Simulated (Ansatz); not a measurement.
GaP (F-43m): band-edge transport data

```yaml
crystal:
  lattice:
    - [0.00000, 2.71922, 2.71922]
    - [2.71922, 0.00000, 2.71922]
    - [2.71922, 2.71922, 0.00000]
  atoms:
    - { symbol: Ga, position: [0.00000, 0.00000, 0.00000] }
    - { symbol: P, position: [0.25000, 0.25000, 0.25000] }
```

Method: HSE06, rigid bands (plane waves, PAW, scalar-relativistic; Ansatz, a first-principles code). Geometry: cell and atoms relaxed with PBEsol.

```json
{
 "band_gap": "2.25 eV",
 "electron conductivity mass (300 K, dilute)": "0.34 mₑ",
 "hole conductivity mass (300 K, dilute)": "0.41 mₑ",
 "effective density of states N_c (300 K)": "4.2e19 cm⁻³",
 "effective density of states N_v (300 K)": "4.2e19 cm⁻³",
 "density_of_states_mass_electrons": "1.42 mₑ",
 "density_of_states_mass_holes": "1.40 mₑ",
 "Seebeck coefficient, n-type 1e19 cm⁻³, 300 K": "-329 μV/K",
 "best n-type power factor at 300 K for τ = 10 fs (best axis; densities from 1e16 to 1e21 cm⁻³ tried, whether or not they can be reached)": "16.3 μW/(cm·K²) at 1e20 cm⁻³",
 "Seebeck coefficient, p-type 1e19 cm⁻³, 300 K": "336 μV/K",
 "best p-type power factor at 300 K for τ = 10 fs (best axis; densities from 1e16 to 1e21 cm⁻³ tried, whether or not they can be reached)": "15.8 μW/(cm·K²) at 1e20 cm⁻³"
}
```

Rigid bands; masses and Seebeck coefficients take one relaxation time τ for all states and one kind of carrier; polarons and phonon drag are left out. Spin-orbit coupling is left out; where it splits the top of the valence band, N_v and the p-type Seebeck coefficient come out somewhat high without it. Geometry: cell and atoms relaxed with PBEsol.
